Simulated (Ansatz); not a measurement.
F on the 1x1 (111) surface of fcc Ni, ferromagnetic, one in a 2x1 cell, energies for each (10.7 Å²). Energies are against ½ F2(g), without zero-point or thermal terms; each row is named by its start.

Level of theory: PBE (plane waves to 420 eV, PAW; Ansatz, a program for electronic structure).

Model: 9-atom slab, 6.0 Å thick at the start under the adsorbate (thin: gaps and levels are the slab's own), 7x14x1 mesh, Fermi-Dirac 0.1 eV, dipole correction, 4 atoms held, the rest relaxed; each run with such symmetry as its start has; spin-polarised, no spin-orbit, no U, no dispersion correction.

A negative adsorption energy means that the adsorbate is more stable on the surface than in its reference. Starts that drift may end in the same place. Heights count from the host atoms within 0.3 Å of the top one.

```
starting site                           E_ads (eV)  height (Å)  nearest host atom (Å)  bonded to  Δ work function (eV)  lateral drift (Å)  moment (μB)
--------------------------------------  ----------  ----------  ---------------------  ---------  --------------------  -----------------  -----------
top Ni                                       -2.48        1.43                Ni 1.94       3 Ni                  1.56                1.2          5.8
hollow Ni-Ni-Ni over Ni at depth 2.0 Å       -2.48        1.43                Ni 1.94       3 Ni                  1.55                0.2          5.8
hollow Ni-Ni-Ni over Ni at depth 4.0 Å       -2.60        1.40                Ni 1.95       3 Ni                  1.38                0.1          5.8
bridge Ni-Ni (span 2.5 Å)                    -2.60        1.41                Ni 1.96       3 Ni                  1.40                0.8          5.8
```
